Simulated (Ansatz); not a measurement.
The starting structures come from a database of crystals and need not be the phases stable at ambient conditions.

Inside the gap of an insulator the Bloch states are evanescent, with a wavenumber k + iκ along the transport direction.

Here is the system:

```
SrTaNO2
1.0
    4.00750     0.00000     0.00000
    0.00000     5.82405     0.00000
    0.00000     0.00000     5.82408
Sr Ta N O
2 2 2 4
Direct
  0.50000   0.23516   0.51882
  0.50000   0.76484   0.01882
  0.00000   0.26704   0.01727
  0.00000   0.73296   0.51727
  0.00000   0.51160   0.75866
  0.00000   0.48840   0.25866
  0.50000   0.23047   0.98851
  0.50000   0.76953   0.48851
  0.00000   0.01726   0.71679
  0.00000   0.98274   0.21679
```

Space group of this cell: Pmc2_1. The cell is taken as given; by PBEsol its mean pressure is -6.3 GPa.

Transport runs along the normal of the first two printed cell vectors.

The gap is the functional's own. No spin-orbit coupling. Mid-gap values are interpolated on the energy grid.

Question: Estimate the band gap and the smallest decay constant κ at mid-gap that PBEsol in Ansatz (a program for electronic structure) returns for this system.

Answer: Gap 1.19 eV on a 8×6×6 mesh; κ = 0.172 1/Å, at (0.000, 0.167) of the in-plane reciprocal vectors. At the zone centre, at the nearest computed energy, the slowest state has κ = 0.19 1/Å.
